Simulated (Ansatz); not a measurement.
The reference is AlN in the wurtzite structure (space group P6_3mc, No. 186).

```
CELL_PARAMETERS angstrom
      3.10656     0.00000     0.00000
     -1.55328     2.69036     0.00000
      0.00000     0.00000     4.97805
ATOMIC_POSITIONS crystal
  Al 0.33333 0.66667 0.99658
  Al 0.66667 0.33333 0.49658
  N  0.33333 0.66667 0.37822
  N  0.66667 0.33333 0.87822
```

Cartesian axes are those of the cell as printed.

All numbers come from Kohn–Sham DFT with the r2SCAN functional, run in Ansatz (an electronic-structure program) with PAW and 500 eV plane waves, spin-orbit coupling left out, earlier PAW set.

Strains are applied to the cell and any free atomic positions relax; under stress the whole cell relaxes.

One change was made to it. Results:

```csv
quantity,base,after
energy relative to the base (free energy F),0 meV/atom,+0.4 meV/atom
"valence-band top at Γ (three highest levels, from the VBM)","0.00, -0.22, -0.22 eV","0.00, -0.16, -0.16 eV"
```

Name the change that was made.
(A) isotropic strain +2.31 %
(B) uniaxial stress, 2 GPa tension along z
(C) uniaxial strain ε_yy = +1.36 %
(D) uniaxial strain ε_zz = −3.17 %

B, uniaxial stress, 2 GPa tension along z. For comparison, the energy relative to the base in the other runs: isotropic strain +2.31 % gives +31 meV/atom; uniaxial strain ε_yy = +1.36 % gives +2.4 meV/atom; uniaxial strain ε_zz = −3.17 % gives +12 meV/atom.

The levels and masses belong to the bands next to the band gap. Beyond what the load breaks, stability against distortions was not tested.
